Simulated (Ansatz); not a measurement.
Parameter sweep on CaMg2 (P1, 12 atoms in the cell)

```
CELL_PARAMETERS angstrom
      6.26130     0.00000     0.00000
     -3.13065     5.42244     0.00000
      0.00000     0.00000    10.15730
ATOMIC_POSITIONS crystal
  Ca 0.33362 0.66550 0.06369
  Ca 0.66568 0.33947 0.55812
  Ca 0.32651 0.66829 0.43430
  Ca 0.66142 0.33001 0.93626
  Mg 0.00458 0.00503 0.99408
  Mg 0.00393 0.00184 0.50389
  Mg 0.83827 0.64904 0.24992
  Mg 0.16978 0.82587 0.75070
  Mg 0.32966 0.17068 0.24698
  Mg 0.16120 0.33625 0.75208
  Mg 0.83827 0.18205 0.25631
  Mg 0.66707 0.82596 0.75369
```

Base run A: Ansatz (a program for electronic structure) with LDA (PW92), default PAW files made with PBE, self-consistent single point.

Its settings: kpoints.mp_grid.grid = 4 4 3; hamiltonian.xc = lda; hamiltonian.pseudopotentials = {kind: paw} (the program's default PAW files); scf.occupations.method = cold; scf.occupations.width = 0.01 Ry.

The starting cell comes from a database of published, mostly measured structures (it also holds non-ambient and calculated ones), without a prior relaxation at this level. Its atoms were displaced at random from the sites of space group no. 194. Ansatz's pressure includes its estimate of the finite-basis (Pulay) stress.

Run A gave: pressure (GPa) -2.39; largest force (eV/Å) 0.380.

Runs:
- B: hamiltonian.xc: lda → pbesol [PBEsol]
- C: hamiltonian.xc: lda → blyp [BLYP]
- D: hamiltonian.xc: lda → r2scan [r2SCAN]

**Question.** What does run D change against A?

**Answer.** The pressure goes from -2.39 to -0.42 GPa and the largest force goes from 0.380 to 0.485 eV/Å.

**Question.** What does run B change against A?

**Answer.** The pressure goes from -2.39 to -1.08 GPa and the largest force goes from 0.380 to 0.425 eV/Å.

```csv
run,pressure (GPa),largest force (eV/Å)
A,-2.39,0.380
B,-1.08,0.425
C,0.07,0.362
D,-0.42,0.485
```

Left out of this page: 2 runs of the series held back from this collection.

Keys are those of Ansatz 0.2.
